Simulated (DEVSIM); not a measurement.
## Pt/SiO2/p-GaAs capacitor

Device: Pt/SiO2/p-GaAs capacitor, at 300 K.

| layer (left to right) | material | thickness (nm) | Na (cm⁻³) |
|---|---|---|---|
| 1 | SiO2 | 2.10 | - |
| 2 | GaAs | 2000 | 1e17 |

Metal gate on the left, work function 5.6 eV. Fixed charge at the semiconductor interface -3e12 cm⁻² (in units of +e); interface traps 2.6e12 cm⁻² eV⁻¹, uniform in energy, neutral level at 0.5 of the gap above the valence band.

The device is made up for the run: typed textbook-type constants, with dimensions and the other settings drawn at random. Values at 300 K.

| parameter | SiO2 | GaAs |
|---|---|---|
| gap (eV) | 9 | 1.424 |
| affinity (eV) | 0.9 | 4.07 |
| permittivity | 3.9 | 12.9 |
| Nc (cm⁻³) | - | 4.7e17 |
| Nv (cm⁻³) | - | 9e18 |

Simulated with DEVSIM: 1D Poisson equation in equilibrium, Boltzmann statistics, complete ionisation; no quantum confinement or tunnelling. Metal contacts follow the ideal Schottky-Mott rule: no Fermi-level pinning, no interface dipoles.

```yaml
flat_band_voltage: 0.36 V
minimum_of_the_low_frequency_capacitance: 0.390 μF/cm²
capacitance_of_the_dielectric_stack: 1.64 μF/cm²
```
